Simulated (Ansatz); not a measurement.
We consider CsCl-type FeAl, described by PBE-D3(BJ) in Ansatz (PAW).

Run with plane-wave cutoff 520 eV, 18×18×18 k mesh, Fermi–Dirac smearing 0.05 eV, no spin polarisation, scalar-relativistic PAW data made under PBE.

Energies at three volumes about the minimum:

```csv
V (Å³/atom),E − E_lowest (meV/atom)
11.216,2.83
11.445,0.00
11.674,2.69
```

Problem. Fit a parabola by hand: where is the minimum, what lattice constant follows, and what is the bulk modulus?

Solution. Slopes: (0.00 − 2.83)/(11.445 − 11.216) = -12.358 and (2.69 − 0.00)/(11.674 − 11.445) = 11.747 meV/Å³. Curvature E″ = 2 × (11.747 − (-12.358))/(11.674 − 11.216) = 105.262 meV/Å⁶. From the middle of the first interval, the slope vanishes at V0 = 11.3305 − (-12.358)/105.262 = 11.448 Å³/atom. B = V0 E″ = 11.448 × 105.262 meV/Å³ × 0.1602 GPa per meV/Å³ = 193 GPa. With 2 atoms in the cube, a = (2 × 11.448)^(1/3) = 2.840 Å. The full Birch–Murnaghan fit to all volumes gives V0 = 11.444 Å³/atom and B0 = 193 GPa.

Measured, for comparison: bulk modulus 152 GPa (room temperature, not corrected to a static lattice; as tabulated in Yamada et al. (2019), arXiv:1910.09660); lattice constant a 2.910 Å (room temperature, not corrected to a static lattice; as tabulated in Liu et al. (2023), doi:10.1107/s2414314623010659). Computed (rounded) less measured: bulk modulus +27 %.

Ansatz is a first-principles code.
